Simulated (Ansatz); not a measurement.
The starting structures come from a database of crystals and need not be the phases stable at ambient conditions.

Consider the following.

```
InP
1.0
    4.16811     0.00000     0.00000
   -2.08406     3.60969     0.00000
    0.00000     0.00000     6.83999
In P
2 2
Direct
  0.66667   0.33333   0.50020
  0.33333   0.66667   0.00020
  0.66667   0.33333   0.87480
  0.33333   0.66667   0.37480
```

Space group of this cell: P6_3mc, wurtzite. The cell is taken as given.

The current runs along the normal of the first two printed vectors, the (001) plane. All runs by Ansatz (a program for electronic structure), plane waves and PAW, without spin-orbit coupling; the base is r2SCAN.

```csv
run,mean pressure (GPa),gap (eV),mid-gap κ (1/Å)
base,0.1,1.11,0.073
all lengths scaled by 0.98,4.8,1.47,0.091
all lengths scaled by 1.02,-3.5,0.75,0.053
lda in place of r2scan,-2.6,0.42,0.034
"lengths across the current scaled by 0.98, ions clamped",3.2,[?],[?]
"lengths across the current scaled by 1.02, ions clamped",-2.3,[?],0.061
"lengths along the current scaled by 0.97, ions clamped",2.5,1.35,0.086
"lengths along the current scaled by 1.03, ions clamped",-1.7,0.86,0.061
pbesol in place of r2scan,-0.9,[?],[?]
```

Q: Complete the blanks.

A: 
- lengths across the current scaled by 0.98, ions clamped, gap (eV): 1.29
- lengths across the current scaled by 0.98, ions clamped, mid-gap κ (1/Å): 0.082
- lengths across the current scaled by 1.02, ions clamped, gap (eV): 0.90
- pbesol in place of r2scan, gap (eV): 0.56
- pbesol in place of r2scan, mid-gap κ (1/Å): 0.043
